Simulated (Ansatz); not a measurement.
The starting structures come from a database of crystals and need not be the phases stable at ambient conditions.

By PBEsol, the system below comes out a metal.

The ballistic (Sharvin) conductance counts the channels at the Fermi level: G/A = (e²/h) × channels of both spins per area.

Here is the system:

```
MoPt3
1.0
    2.79287     0.00000     0.00000
    0.00000     4.56468     0.00000
    0.00000     0.00000     4.89781
Mo Pt
1 3
Direct
  0.00000   0.00000   0.15846
  0.50000   0.50000   0.33797
  0.50000   0.00000   0.65647
  0.00000   0.50000   0.84710
```

Space group of this cell: Pmm2. The cell is taken as given; by PBEsol its mean pressure is -10.8 GPa.

The current flows along the normal of the first two printed cell vectors. No spin-orbit coupling; the value is a mean over 0.1 eV about the Fermi level.

**Question.** State the ballistic conductance per area according to PBEsol (Ansatz, an electronic-structure program).

**Answer.** 0.95 × 10¹⁵ S/m² for both spins.
